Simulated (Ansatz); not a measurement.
**O on the N site in metastable zinc-blende AlN**

These are PBE, PAW (plane waves to 420 eV; Ansatz, a first-principles code) values and carry that method's errors. The supercell holds 64 host sites (2×2×2 repeats of the unit cell), with a 2×2×2 shifted k-point sampling for the final energies. Site at the start: the N site. Finite-size correction: monopole term and site-potential alignment. Dielectric constants: PBE linear response of the host. Host gap at this level: 3.31 eV. These values are not converged in cell size to better than tenths of an eV. The semilocal functional narrows the gap, so deep levels can fall outside it. Spin–orbit coupling is left out. Each state is the lowest found from its start.

Formation energies E_f are given with the Fermi level at the valence-band maximum. Chemical conditions: Al-rich (Δμ(N) = -2.69 eV, Δμ(O) = -4.96 eV, bounded by corundum; only phases computed here count, gases as isolated molecules at 0 K); N-rich (Δμ(N) = 0.00 eV, Δμ(O) = -3.17 eV, bounded by corundum; only phases computed here count, gases as isolated molecules at 0 K). Reference phases: N: N2 molecule in a box, O: O2 molecule in a box.

```
charge         moment (μB)  largest move off a lattice site (Å)  image correction with alignment (eV)  E_f, Al-rich (eV)  E_f, N-rich (eV)
------  ------------------  -----------------------------------  ------------------------------------  -----------------  ----------------
+1      not spin-polarised                                 0.07                                  0.25              -1.98             -1.08
0*                     1.0                                 0.08                                     –                  –                 –
−1*     not spin-polarised                                 0.10                                     –                  –                 –
```

* At this level the carrier isn't localised at the defect: at charge 0 electrons occupy the conduction band; at charge −1 electrons occupy the conduction band. Such a state is shallow or no state of the defect, and this cell gives it no level.

No other site or start that was run ended lower by more than 0.1 eV.

Flagged in the runs: a doubtful potential alignment, a strain field that reaches the edge of the cell.
